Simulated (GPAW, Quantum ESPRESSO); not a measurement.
## One structure in several programs: EuMg2Bi2 (P1, 5 atoms in the cell)

Self-consistent single point, at a second geometry (atoms moved at random). First geometry:

```xyz
5
Lattice="4.8311 0.0000 0.0000 -2.4156 4.1839 0.0000 0.0000 0.0000 7.8879" Properties=species:S:1:pos:R:3 pbc="T T T"
Eu     0.0000     0.0000     0.0000
Mg     2.4156     1.3946     4.9731
Mg     0.0000     2.7892     2.9148
Bi     2.4156     1.3946     1.9639
Bi     0.0000     2.7892     5.9240
```
Moments meant for the start (each program seeds them in its own way; μB, in the order of the atoms Eu Mg Mg Bi Bi): 7.0 0.0 0.0 0.0 0.0.

Second geometry:
```yaml
crystal:
  lattice:
    - [4.83111, 0.00000, 0.00000]
    - [-2.41555, 4.18386, 0.00000]
    - [0.00000, 0.00000, 7.88788]
  atoms:
    - { symbol: Eu, position: [0.00144, 0.99888, 0.00874], spin: 7.0 }
    - { symbol: Mg, position: [0.66590, 0.32908, 0.62662] }
    - { symbol: Mg, position: [0.33111, 0.66497, 0.36667] }
    - { symbol: Bi, position: [0.66315, 0.33401, 0.25399] }
    - { symbol: Bi, position: [0.33840, 0.67305, 0.74398] }
```
(The spins are starting values, not results.)

Shared settings, as Quantum ESPRESSO writes them: occupations = smearing; smearing = gaussian; degauss = 0.0073499 Ry; nspin = 2; K_POINTS = automatic 4 4 2 0 0 0. Potentials and cutoffs stand in the table.

```json
[
 {"code": "Quantum ESPRESSO", "model": "LDA (PZ), SSSP 1.1.2 efficiency (PBE) pseudopotentials", "ΔF from the first geometry (meV/atom)": "8.0", "pressure (GPa)": "-2.72", "largest force (eV/Å)": "0.391", "size of the net moment (μB/atom)": "1.39", "cutoff": "50 Ry"},
 {"code": "GPAW", "model": "LDA (Perdew-Wang 92), GPAW PAW datasets LDA (gpaw-data 1.0.1)", "ΔF from the first geometry (meV/atom)": "7.0", "pressure (GPa)": "-2.67", "largest force (eV/Å)": "0.341", "size of the net moment (μB/atom)": "1.39", "cutoff": "850 eV"}
]
```

Size of the force on each atom (eV/Å): Sizes of forces hide their directions.

| code | Eu1 | Mg2 | Mg3 | Bi4 | Bi5 |
|---|---|---|---|---|---|
| Quantum ESPRESSO | 0.256 | 0.209 | 0.099 | 0.370 | 0.391 |
| GPAW | 0.261 | 0.197 | 0.118 | 0.320 | 0.341 |

On Quantum ESPRESSO's run: spin-orbit coupling is off. With one magnetic atom in the cell only a parallel order is possible. With U or open f shells several self-consistent states can exist. The f electrons are in the valence without U or exact exchange, which can misplace them near the Fermi level. Spin-orbit terms, which matter for f shells, are left out.

The spread over the programs that give each value: ΔF from the first geometry within 1.0 meV/atom; pressure within 0.05 GPa; largest force within 0.050 eV/Å; size of the net moment within 0.00 μB/atom.

The shared mesh is coarse (it stands for a supercell whose shortest vector is 16 Å), so the values are not converged in it.

The starting cell comes from a database of computed structures (which also holds hypothetical and non-ambient phases and stackings), without a prior relaxation at this level. Its lattice was rescaled by a random factor within 2.5 % of one. For this run, on top of that: atoms moved at random.

Left out of this page: Ansatz (with a known weakness of the program).
